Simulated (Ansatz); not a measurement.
Amorphous Ti₂₀O₄₅Nb₂, 67 atoms at 3.72 g/cm³, one PBE-relaxed geometry, zone centre. Methods: PBE, scalar-relativistic without spin-orbit coupling (Ansatz, a quantum-chemistry and plane-wave program); r2SCAN, scalar-relativistic without spin-orbit coupling (Ansatz); HSE06, scalar-relativistic without spin-orbit coupling (Ansatz). Plane waves to 420 eV (r2SCAN 500 eV); exact exchange is cut at the cell's faces. At PBE the levels at the filled edge of the gap are localised (band-tail or defect states). All rungs ran without spin polarisation.

The cell was made by melting and quenching with the CHGNet potential and then relaxed with DFT. O atoms were pushed apart under 1.9 Å during the dynamics, to hinder bonds among them. The hot cell started wider than the set density and was brought back towards it in steps. It is the lowest in DFT energy of 2 quenches. It is a model cell: composition and starting density were chosen by hand, and all elements were melted together. No dispersion term was used. Its density started from a set value of 3.72 and ended at 3.72 g/cm³. Cooling (nominally 300 K/ps over its main leg) ran many orders faster than in experiment, which tends to leave more defects and strain. A cell of this size samples the disorder only roughly. The volume was held where the preparation left it and the shape relaxed, at a PBE pressure of 4.0 GPa. Stress components on the final sampling reach 4.1 GPa.

The relaxation ran on the zone centre alone. At PBE the level gap is 2.58 eV on a 2×2×2 Γ-centred mesh, and the spacing at the zone centre alone 2.64 eV.

Question: What zone-centre spacing does r2SCAN give, roughly?

Answer: 2.99 eV (+0.35 eV against PBE).

Question: What zone-centre spacing does HSE06 give, roughly?

Answer: 4.16 eV (+1.52 eV against PBE).

The highest filled and the lowest empty state spread over these numbers of atoms (participation numbers): PBE: 10.1 and 17.7; r2SCAN: 9.7 and 17.1; HSE06: 9.4 and 20.7.
